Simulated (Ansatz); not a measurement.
Start from SrBr2 in the anatase structure (space group I4_1/amd, No. 141; a hypothetical phase, not in the database extracts checked).

```
CELL_PARAMETERS angstrom
     -3.02132     3.02132     7.25433
      3.02132    -3.02132     7.25433
      3.02132     3.02132    -7.25433
ATOMIC_POSITIONS crystal
  Sr 0.50000 0.50000 0.00000
  Sr 0.25000 0.75000 0.50000
  Br 0.28776 0.28776 0.00000
  Br 0.03776 0.53776 0.50000
  Br 0.46224 0.96224 0.50000
  Br 0.71224 0.71224 0.00000
```

Cartesian axes are those of the cell as printed.

Method: Ansatz (a program for electronic structure), PBE, PAW, cutoff 420 eV, without spin-orbit coupling.

The change: an isotropic linear strain of +0.82 %; the atoms relax in the strained cell.

Question: Predict the stress tensor and what it implies for the stiffness.

Answer: Stress of the strained cell less that of the base (GPa, compression positive):
```
  -0.46    0.00    0.00
   0.00   -0.46    0.00
   0.00    0.00   -0.26
```

Then B = −ΔP/(ΔV/V₀) with ΔV/V₀ = 0.0248 gives secant stiffness values (nonlinear terms included at this strain): B (at held cell shape, above the free-shape value) ≈ 16 GPa.

Stability against distortions was not tested.
